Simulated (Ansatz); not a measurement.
(Ti,W)N: TiWN2

A 16-atom cell of (Ti,W)N started in the rock salt structure, site fractions Ti 0.500, W 0.500, short-range order -0.33 among the nearest mixed sites of the first mixed sublattice (0 is random, a negative value favours unlike neighbours), space group P4/mmm at the end, an ordered arrangement that its symmetry holds.

Calculation: PBE (plane waves to 420 eV, PAW; Ansatz, a quantum-chemistry and plane-wave program). Scalar-relativistic, without spin–orbit coupling; the runs are not spin-polarised; with elements this heavy it can move edges by tenths of an eV. Its k-point mesh 5×5×5, Fermi–Dirac width 0.05 eV.

| Item | Value |
|---|---|
| volume per atom | 9.91 Å³ |
| N–W bonds (within 1.22 times the sum of covalent radii) | 2.148 Å on average, from 2.144 to 2.150 (24) |
| N–Ti bonds (within 1.22 times the sum of covalent radii) | 2.148 Å on average, from 2.144 to 2.150 (24) |

```yaml
crystal:
  lattice:
    - [0.00000, 4.29969, 4.28715]
    - [4.29969, 0.00000, 4.28715]
    - [4.29969, 4.29969, 0.00000]
  atoms:
    - { symbol: W, position: [0.00000, 0.00000, 0.00000] }
    - { symbol: W, position: [0.00000, 0.00000, 0.50000] }
    - { symbol: Ti, position: [0.00000, 0.50000, 0.00000] }
    - { symbol: Ti, position: [0.00000, 0.50000, 0.50000] }
    - { symbol: Ti, position: [0.50000, 0.00000, 0.00000] }
    - { symbol: Ti, position: [0.50000, 0.00000, 0.50000] }
    - { symbol: W, position: [0.50000, 0.50000, 0.00000] }
    - { symbol: W, position: [0.50000, 0.50000, 0.50000] }
    - { symbol: N, position: [0.25000, 0.25000, 0.25000] }
    - { symbol: N, position: [0.25000, 0.25000, 0.75000] }
    - { symbol: N, position: [0.25000, 0.75000, 0.25000] }
    - { symbol: N, position: [0.25000, 0.75000, 0.75000] }
    - { symbol: N, position: [0.75000, 0.25000, 0.25000] }
    - { symbol: N, position: [0.75000, 0.25000, 0.75000] }
    - { symbol: N, position: [0.75000, 0.75000, 0.25000] }
    - { symbol: N, position: [0.75000, 0.75000, 0.75000] }
```
